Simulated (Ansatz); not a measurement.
## Mo: transverse stress against strain

Mo (bcc, Im-3m, 15.642 Å³/atom at rest, cube axes along x, y and z) under a strain ε along a cube axis (axis z), the other axes held. r2SCAN in Ansatz, a plane-wave DFT program (PAW, default set), 500 eV, 29×29×29 Γ-centred mesh, Fermi-Dirac smearing 0.10 eV; ions are relaxed within the symmetry of each cell. Stress is positive for a compressed cell.

Here s stands for strain and y for stress xx.

```csv
strain (%),stress xx (GPa)
-1.50,2.55
-1.00,1.68
-0.50,0.83
0.00,0.00
0.50,-0.80
1.00,-1.58
1.50,-2.34
3.00,?
```

Taking a straight line for y over the 7 complete rows: Means: s 0, y 0.049. About the means, the sum of products is -11.410 and the sum of squares of s is 7.0000; the slope is their ratio. Least squares gives y = 0.049 - 1.6300·s. Residuals (row less fit): 0.056, 0.001, -0.034, -0.049, -0.034, 0.001, 0.056; standard error 0.047 (degrees of freedom: 5). The slope gives the elastic constant C12 = 163 ± 1.8 GPa.

Q: Estimate the missing y (s = 3.00); what did the run itself give?

A: y = 0.049 - 1.6300 × 3.0 = -4.841 GPa. The calculation gives -4.49 GPa, 0.351 GPa above the prediction (5.0 % of the range of y in the table). The row lies outside the fitted rows, so this is an extrapolation. From the scatter of the fitted rows alone, a prediction at this place has a standard error of 0.073 GPa, so the miss is 4.8 times that.

One order more, fitted to all 13 runs of the series, follows each within 0.01, so the miss is the next term of a smooth law. In a metal these values are sensitive to mesh and smearing; energies are taken to zero smearing, stresses follow the free energy. Rows are the converged runs of the series near zero and its far end; series whose fitted rows scatter by over a few per cent of the range, as at a crossing or softening among them, aren't shown in this form. Most that stay on the fit to the last digits aren't either.
